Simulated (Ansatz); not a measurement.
What tensor shear ε_xz = +1.14 % does to Ru

The reference is Ru in the hcp (Mg type) structure (space group P6_3/mmc, No. 194; a = 2.6914 Å, c = 4.2489 Å; relaxed with 0.1 eV smearing). Axes: x lies along a and z along c of the hexagonal cell.

One thing is altered: tensor shear ε_xz = +1.14 % (engineering shear γ = 0.0228), atoms relaxed at fixed cell.

Level of theory: PBEsol in Ansatz (plane waves to 420 eV, PAW, no spin-orbit coupling). Settings: 25×25×14 k-points, 0.1 eV Fermi–Dirac smearing.

```json
[
 {"quantity": "space group", "base": "P6_3/mmc (No. 194)", "changed": "C2/c (No. 15)", "shift": "–"},
 {"quantity": "shortest interatomic distance", "base": "263.2 pm", "changed": "260.8 pm", "shift": "-2.4 pm"},
 {"quantity": "energy relative to the base (free energy F)", "base": "0 meV/atom", "changed": "+4.4 meV/atom", "shift": "+4.4 meV/atom"},
 {"quantity": "pressure (mean of the normal stresses, compression positive)", "base": "0.0 GPa", "changed": "0.2 GPa", "shift": "+0.2 GPa"},
 {"quantity": "band gap", "base": "zero", "changed": "zero", "shift": "–"},
 {"quantity": "stress (xx, yy, zz, yz, xz, xy; compression positive)", "base": "–", "changed": "(0.1, 0.1, 0.3, 0.0, -4.7, 0.0) GPa", "shift": "–"}
]
```

Final structure:

```xyz
2
Lattice="2.6914 0.0000 0.0307 -1.3457 2.3308 -0.0153 0.0484 0.0000 4.2489" Properties=species:S:1:pos:R:3 pbc="T T T"
Ru     1.3820     0.7761     3.2020
Ru     0.0121     1.5547     1.0622
```

Cost of the whole job for the changed cell (relaxation, final SCF and bands): about 4 core-minutes (a rough figure).

The cells carry an imposed strain or load. Stability against distortions was not tested. The final runs are not spin-polarised.

Ansatz is a program for electronic structure.
